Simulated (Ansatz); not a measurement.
The starting structures come from a database of crystals and need not be the phases stable at ambient conditions.

 Where the default PAW files enter, the runs use the earlier of Ansatz's two default sets.

**Evanescent states of Na2Te (Fm-3m, anti-fluorite, not sure to be the ambient phase, 3 atoms a cell, 32.0 Å³ an atom) along the normal of (110)**

Computed with r2SCAN (plane waves, PAW; Ansatz, a quantum-chemistry and plane-wave program).

The gap is the functional's own. No spin-orbit coupling. Mid-gap values are interpolated on the energy grid.

Energies count from the valence-band top; κ is the least over a 6×4 mesh across the current.

```
E (eV)  κ (1/Å)  where
------  -------  -----
0.07      0.071      Γ
0.21      0.118      Γ
0.35      0.146      Γ
0.49      0.166      Γ
0.63      0.181      Γ
0.77      0.191      Γ
0.91      0.199      Γ
1.05      0.203      Γ
1.19      0.206      Γ
1.33      0.206      Γ
1.47      0.204      Γ
1.61      0.201      Γ
1.75      0.195      Γ
1.89      0.186      Γ
2.03      0.175      Γ
2.17      0.160      Γ
2.31      0.141      Γ
2.45      0.115      Γ
2.59      0.075      Γ
```

Task: How thick must the barrier be to attenuate the transmission by 10^8 when the electrodes' Fermi level lies at 0.35 eV, and what attenuation does that film give at 1.75 eV?

Result: d = 8 ln 10 / (2 × 0.146) = 63.1 Å. At 1.75 eV it gives 8 × 0.195/0.146 = 10.7 decades.
